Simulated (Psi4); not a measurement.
Psi4 1.11, PBE/def2-tzvp: Sc(Cl)(OH)2 ([OH][Sc]([OH])[Cl]), 6 atoms. The geometry is a generated start, not checked to be a minimum at this level.

| Item | Value |
|---|---|
| task | energy |
| method | pbe |
| basis | def2-tzvp |
| memory | 3 GB |
| maxiter | 100 |
| keys of the molecule block | symmetry c1 |
| scf_type | df (default) |
| guess | auto, which took SAD (default) |
| scf_initial_accelerator | adiis (default) |
| e_convergence | 1e-06 (default) |
| d_convergence | 1e-06 (default) |
| dft_radial_points | 75 (default) |
| dft_spherical_points | 302 (default) |
| basis functions | 156 |
| grid points | 130911 |

```xyz
6

Sc     0.3975     0.0082    -0.0960
Cl     2.5068     0.0065    -0.8075
O     -0.0340    -1.0008     1.3150
H     -0.5503    -1.3765     2.0323
O     -0.7724     0.9588    -1.0490
H     -1.5476     1.4038    -1.3949
```

Charge 0 and multiplicity 1 are set for this test and not shown to be the ground state.

One run each on 2 threads. Values of diis_max_vecs tried: 3, 6, 10 (default), 20.

Task: Predict the course of the SCF iterations along this series.

Result: Fewest SCF iterations, within one of each other: 6 with 11, 10 (default) with 11, 20 with 11. The count rises to 32 at 3. All converge to one solution.

| diis_max_vecs | SCF iterations | end |
|---|---|---|
| 3 | 32 | same solution |
| 6 | 11 | same solution |
| 10 (default) | 11 | same solution |
| 20 | 11 | same solution |
